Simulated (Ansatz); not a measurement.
Given:

```xyz
2
Lattice="3.7936 0.0000 0.0000 0.0000 3.7936 0.0000 1.8968 -1.8968 2.7522" Properties=species:S:1:pos:R:3 pbc="T T T"
P      1.8968     0.0000     1.3761
Ga     0.0000     0.0000     0.0000
```

No spin polarisation.

Method: PBEsol/PAW in Ansatz (a program for electronic structure), no spin-orbit coupling, earlier PAW set. k-mesh 11×11×11 (Γ-centred); smearing 0.05 eV (Fermi–Dirac).

Q: Estimate the valence-band top at Γ (three highest levels, from the VBM).

A: 0.00, 0.00, -0.15 eV.

Q: What space group does the calculation give?

A: I-4m2 (No. 119).

Q: Estimate the band gap.

A: 1.30 eV.

Q: What gap character does the calculation give?

A: Indirect, Γ → Γ–X (87 % along).

The cells carry an imposed strain or load. Whether these cells are dynamically stable was not tested. The cell was made from GaP in the zinc blende structure (space group F-43m, No. 216) by this change: biaxial strain −1.36 %, plane normal [001], relaxed out of plane.
